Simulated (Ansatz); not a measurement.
## TiRh (P4/mmm): band-structure transport figures

```
RhTi
1.0
    2.91430     0.00000     0.00000
    0.00000     2.91430     0.00000
    0.00000     0.00000     3.39977
Ti Rh
1 1
Direct
  0.50000   0.50000   0.50000
  0.00000   0.00000   0.00000
```

These are PBEsol, rigid bands (plane waves, PAW, scalar-relativistic; Ansatz, a first-principles code) values and carry that method's errors. How the cell was made: cell and atoms relaxed with PBEsol.

```yaml
density of states at the Fermi level: 2.64 states/(eV·cell), both spins
bare Sommerfeld coefficient: 3.1 mJ/(mol of atoms·K²)
drude_plasma_energy: 5.7 (x), 5.7 (y), 6.8 (z) eV
root-mean-square Fermi velocity: 3.9e5 m/s
resistivity times τ: 14.8 (x), 14.8 (y), 10.7 (z) ×10⁻²² Ω·m·s
```

A metal at this level (no band gap); rigid bands, thermally averaged at 300 K, both spins. Spin-orbit coupling is left out. τ is one relaxation time for all states.

Formula and space group known from diffraction (Crystallography Open Database), not checked to be the room-temperature form: TiRh (P4/mmm).
